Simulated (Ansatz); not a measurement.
Base system: CuAu (space group P4/mmm, No. 123; a = 2.813 Å, c = 3.593 Å; relaxed with 0.1 eV smearing). Axes: x, y, z lie along a, b, c of the conventional cell.

The values are results of PBEsol (Ansatz, an electronic-structure program; PAW; 420 eV plane waves; spin-orbit coupling left out), not measurements.

One thing is altered: uniaxial strain ε_xx = +1.00 %, all other strain components held at zero; the atoms relax in the strained cell.

**Question.** Predict the stress tensor and what it implies for the stiffness.

**Answer.** Stress of the strained cell less that of the base (GPa, compression positive):
```
   -2.0     0.0     0.0
    0.0    -1.4     0.0
    0.0     0.0    -1.6
```

Then −Δσ_ii/ε with ε = 0.0100 gives relaxed-ion elastic constants: C11 ≈ 199 GPa, C12 ≈ 142 GPa and C13 ≈ 158 GPa.

Stability against distortions was not tested. All final runs are without spin polarisation.
